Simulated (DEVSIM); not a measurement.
Structure: Cr/SiO2/n-Si capacitor, at 300 K.

Layer 1 from the left is SiO2, thickness (nm) 24.0. Layer 2 from the left is Si, thickness (nm) 1000, Nd (cm⁻³) 3.3e17.

Metal gate on the left, work function 4.5 eV. Fixed charge at the semiconductor interface 1.8e11 cm⁻² (in units of +e); interface traps 1e12 cm⁻² eV⁻¹, uniform in energy, neutral level at 0.5 of the gap above the valence band.

The device is made up for the run: typed textbook-type constants, with dimensions and the other settings drawn at random. Values at 300 K.

SiO2: gap (eV) 9, affinity (eV) 0.9, permittivity 3.9. Si: gap (eV) 1.124, affinity (eV) 4.05, permittivity 11.7, Nc (cm⁻³) 2.86e19, Nv (cm⁻³) 3.1e19.

Simulated with DEVSIM: 1D Poisson equation in equilibrium, Boltzmann statistics, complete ionisation; no quantum confinement or tunnelling. Metal contacts follow the ideal Schottky-Mott rule: no Fermi-level pinning, no interface dipoles.

### Question
What does the simulation give for the flat-band voltage, the minimum of the low-frequency capacitance?

### Answer
flat-band voltage 0.63 V; minimum of the low-frequency capacitance 0.102 μF/cm².
